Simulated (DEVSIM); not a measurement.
Device: abrupt Ge p-n junction, at 300 K.

Layer 1 from the left is Ge, thickness (μm) 4.10, Na (cm⁻³) 1.7e17, τn (s) 0.00079, τp (s) 0.00079. Layer 2 from the left is Ge, thickness (μm) 11.0, Nd (cm⁻³) 5.2e15, τn (s) 0.00079, τp (s) 0.00079.

Left contact: ohmic. Right contact: ohmic. Voltage is applied to the left contact. Recombination: SRH at mid-gap. Mobility is μmin + (μ − μmin)/(1 + (N/Nref)^α).

This is a model device: material constants are rounded textbook-type values typed into the input, and sizes, dopings and lifetimes were drawn at random. Values at 300 K.

Ge: gap (eV) 0.664, affinity (eV) 4, permittivity 16, Nc (cm⁻³) 1.04e19, Nv (cm⁻³) 6e18, μn (cm²/Vs) 3900, μp (cm²/Vs) 1900, μn,min 150, μp,min 100, Nref,n 2.6e17, Nref,p 4e17, αn 0.56, αp 0.6.

Q: Estimate by hand the built-in potential, the peak field at zero bias, and compare with a numerical solution.

A: 
- Built-in potential: ni = √(Nc Nv) exp(−Eg/2kT) = 2.09e13 cm⁻³ with Eg = 0.664 eV; Vbi = kT/q ln(Na Nd/ni²) = 0.375 V; numerical 0.375 V.
- Peak field at zero bias: depletion approximation: W = √(2εVbi/(qN)) = 0.363 μm with N = 5.05e15 cm⁻³; field = 2Vbi/W = 20700 V/cm; numerical 24900 V/cm (estimate below by 17 %).

Model (solved in DEVSIM): 1D drift-diffusion, Boltzmann statistics, complete ionisation; no tunnelling, impact ionisation, image-force lowering or self-heating.
